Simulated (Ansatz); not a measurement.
Output of an Ansatz run (abridged):

```
WARN ansatz: RAYON_NUM_THREADS=1 ignored (pool sized by the plan → 1); use --threads N
Pseudopotentials: kind: paw
Pseudopotential: Nb, paw, valence charge 13
Pseudopotential: S, paw, valence charge 6
Pseudopotential: N, paw, valence charge 5
Crystal: 6 atoms, lattice volume = 76.353 Å³
Basis set: ecut = 870 eV, 4421 PW (Γ), exchange–correlation on 80×80×144 points (8 copies of the dense FFT grid, shifted against one another)
Bands: 30, of which v1, the nominal top of the filled ones, is band 24 counted from 1 (23 counted from 0)
Symmetry: 16 space group operations
Space group: P4/nmm (ITA 129), of the structure as read, at distance tolerance 4.2e-5 Å
k-points: 30 of 144
PAW frozen core: Nb, regenerated for the run's functional, and the local potential with it
PAW frozen core: S, regenerated for the run's functional, and the local potential with it
PAW frozen core: N, regenerated for the run's functional, and the local potential with it
Initial density: superposition of atomic densities (chi_scale 0.1, normalization cell, long waves kept (reshape's long-wave potential 0.03 eV rms))
Initial wavefunctions: pseudopotential atomic-orbital guess
Eigensolver: davidson
Functional: x = pbesol(κ = 0.804, μ = 0.12345679012345678), c = pbesol(β = 0.046)
SCF iter   1: F=—  HF=-11543.850503 eV  |F-HF|=—  |Δ(HF+E_count)|=         —  Δρ=1.25e-1  dr2=1.52e1  ethr=3.10e-3  ⟨swp⟩=6.0  Hψ=4332  notcnv=0
all-band conjugate gradients solve this SCF's bands
preconditioner: auto → Resta (q_TF=auto, 2.525 Å⁻¹)
SCF iter   2: F=—  HF=-11540.910235 eV  |F-HF|=—  |Δ(HF+E_count)|=    2.94e0  Δρ=5.03e-2  dr2=1.06e0  ethr=3.10e-3  ⟨swp⟩=3.8  Hψ=2230  notcnv=0  defer=37
preconditioner: auto → Kerker (q_TF=auto, 2.525 Å⁻¹)
SCF iter   3: F=—  HF=-11540.743552 eV  |F-HF|=—  |Δ(HF+E_count)|=   1.67e-1  Δρ=2.44e-2  dr2=2.68e-1  ethr=2.22e-3  ⟨swp⟩=2.5  Hψ=1437  notcnv=0  defer=19
SCF iter   4: F=—  HF=-11540.701917 eV  |F-HF|=—  |Δ(HF+E_count)|=   4.16e-2  Δρ=6.63e-3  dr2=4.40e-2  ethr=5.59e-4  ⟨swp⟩=2.3  Hψ=1362  notcnv=0  defer=19
SCF iter   5: F=—  HF=-11540.696611 eV  |F-HF|=—  |Δ(HF+E_count)|=   5.31e-3  Δρ=2.83e-3  dr2=8.60e-3  ethr=9.17e-5  ⟨swp⟩=1.7  Hψ=962  notcnv=0  defer=13
SCF iter   6: F=—  HF=-11540.695346 eV  |F-HF|=—  |Δ(HF+E_count)|=   1.26e-3  Δρ=8.47e-4  dr2=8.42e-4  ethr=1.79e-5  ⟨swp⟩=2.2  Hψ=1284  notcnv=0  defer=13
SCF iter   7: F=—  HF=-11540.695230 eV  |F-HF|=—  |Δ(HF+E_count)|=   1.17e-4  Δρ=2.91e-4  dr2=9.80e-5  ethr=1.75e-6  ⟨swp⟩=2.1  Hψ=1163  notcnv=0  defer=13
SCF iter   8: F=—  HF=-11540.695269 eV  |F-HF|=—  |Δ(HF+E_count)|=   3.94e-5  Δρ=6.04e-5  dr2=4.51e-6  ethr=2.04e-7  ⟨swp⟩=2.1  Hψ=1178  notcnv=0  defer=13
SCF iter   9: F=-11540.695268 eV  HF=-11540.695268 eV  |F-HF|=2.37e-8  |Δ(HF+E_count)|=   5.74e-7  Δρ=5.12e-6  dr2=4.09e-8  ethr=2.08e-10  ⟨swp⟩=7.6  Hψ=5329  notcnv=0
SCF 1 converged in 9 iterations: F = -11540.695268 eV  dr2 = 4.09e-8
SCF converged after 9 iterations
Free energy (F): -11540.695268 eV
Harris-Foulkes:  -11540.695268 eV  (|F-HF|=2.37e-8)
Internal energy: -11540.688550 eV  (E = F + TS)
E sigma→0 (E₀):  -11540.691909 eV
Entropy (-TS):   -0.006718 eV (-1.120 meV/atom)
Fermi energy:    14.697179 eV
--- Per-component energies (eV) ---
  E_band       = -107.545501
  E_kinetic    = 1502.738224
  E_local      = -3028.685954  (includes V_loc(G=0)·N_el)
  E_nonlocal   = 866.537798
  E_hartree    = 764.077487
  E_xc         = -695.000271
  E_vxc        = -818.682208  (∫ρ·V_xc dr)
  E_paw        = -7410.919105  (= ΣΔE_a)
  E_vpaw       = -157.605358  (= ΣTr[D̂ρ^β])
  E_aug_tail   = -0.000062  (compensation charges beyond the density's cutoff)
  E_ewald      = -3539.993059
  E_core_change = 0.556394  (= ΣΔE_core)
  E_smearing   = -0.006718  (= −TS)
  E_closure    = -0.000000  (closes the sum)
  Σ components = -11540.695268   (vs F -11540.695268, Δ=0.00e0)
--- Forces (eV/Å), atoms counted from 1 ---
  atom   1  Nb     0.00000000     0.00000000    -0.35111347
  atom   2  Nb     0.00000000     0.00000000     0.35111347
  atom   3  S      0.00000000     0.00000000     0.02350053
  atom   4  S      0.00000000     0.00000000    -0.02350053
  atom   5  N      0.00000000     0.00000000     0.00000000
  atom   6  N      0.00000000     0.00000000    -0.00000000
  max |Σ_I F_I| component: 0.00e0 eV/Å
--- Stress (GPa, compression-positive) ---
       -3.169686       0.000000       0.000000
        0.000000      -3.169686       0.000000
        0.000000       0.000000      -2.918237
  P = ⅓ Tr σ = -3.0859 GPa (-30.859 kbar)
  The stress holds the Pulay correction. Without it, at fixed plane waves, as pw.x and ABINIT print it: P = -3.0943 GPa
--- Band table (eV; the first three rows and the last of 30) ---
  k-point 0: bands = ["-41.3012", "-41.2638", "-17.5612", "-17.3863", "-17.3863", "-17.2721", "-17.2675", "-17.2675", "-1.6086", "0.7628", "1.1209", "2.3123", "8.5061", "8.5061", "9.0936", "9.1471", "10.4109", "10.7199", "10.7199", "11.9959", [...]
  k-point 1: bands = ["-41.3010", "-41.2641", "-17.5529", "-17.3853", "-17.3853", "-17.2816", "-17.2685", "-17.2685", "-1.4083", "0.2427", "1.1224", "2.7964", "7.9820", "8.5463", "8.5463", "9.1080", "10.3768", "10.3768", "11.3304", "12.6023", [...]
  k-point 2: bands = ["-41.3008", "-41.2643", "-17.5441", "-17.3843", "-17.3843", "-17.2916", "-17.2695", "-17.2695", "-1.0677", "-0.3140", "1.1239", "3.2176", "7.2613", "8.5927", "8.5927", "9.0701", "10.1320", "10.1320", "11.6303", "13.4341", [...]
  k-point 29: bands = ["-41.2648", "-41.2648", "-17.6059", "-17.6059", "-17.3804", "-17.3804", "-17.3676", "-17.3676", "0.7006", "0.7006", "1.8342", "1.8342", "7.4142", "7.4142", "7.8894", "7.8894", "11.7212", "11.7212", "11.7876", "11.7876", [...]
```

The structure:

```xyz
6
Lattice="3.5516 0.0000 0.0000 0.0000 3.5516 0.0000 0.0000 0.0000 6.0531" Properties=species:S:1:pos:R:3 pbc="T T T"
Nb     1.7758     0.0000     1.1264
Nb     0.0000     1.7758     4.9268
S      1.7758     0.0000     3.7315
S      0.0000     1.7758     2.3216
N      1.7758     1.7758     0.0000
N      0.0000     0.0000     0.0000
```

Question: Reconstruct the input of this run.

Answer: Other spellings and defaults could give the same log, and not every line can be read from it. The input that was run (DFT, PBEsol, plane waves, harder PAW files (source: ansatz) made with PBE):

Ansatz 0.2 input:
```yaml
# NbSN
crystal:
  lattice:
    - [3.551588, 0.000000, 0.000000]
    - [0.000000, 3.551588, 0.000000]
    - [0.000000, 0.000000, 6.053138]
  atoms:
    - { symbol: Nb, position_ang: [1.775794, 0.000000, 1.126368] }
    - { symbol: Nb, position_ang: [0.000000, 1.775794, 4.926770] }
    - { symbol: S, position_ang: [1.775794, 0.000000, 3.731517] }
    - { symbol: S, position_ang: [0.000000, 1.775794, 2.321621] }
    - { symbol: N, position_ang: [1.775794, 1.775794, 0.000000] }
    - { symbol: N, position_ang: [0.000000, 0.000000, 0.000000] }
basis:
  ecutwfc: 870.0 eV
kpoints:
  mp_grid: { grid: [6, 6, 4] }
hamiltonian:
  xc: pbesol
  pseudopotentials: { kind: paw, source: ansatz }
scf:
  occupations: { method: fermi_dirac, width: 0.05 eV }
output:
  forces: true
  eigenvalues: true
  stress: true
```

The starting cell comes from a database of computed structures (which also holds hypothetical and non-ambient phases and stackings), without a prior relaxation at this level. Its lattice was rescaled by a random factor within 2.5 % of one. Spin polarisation is off. With a pressure of about -3 GPa the cell is away from its equilibrium volume at this level. Ansatz's pressure includes its estimate of the finite-basis (Pulay) stress.

Ansatz is an electronic-structure program.
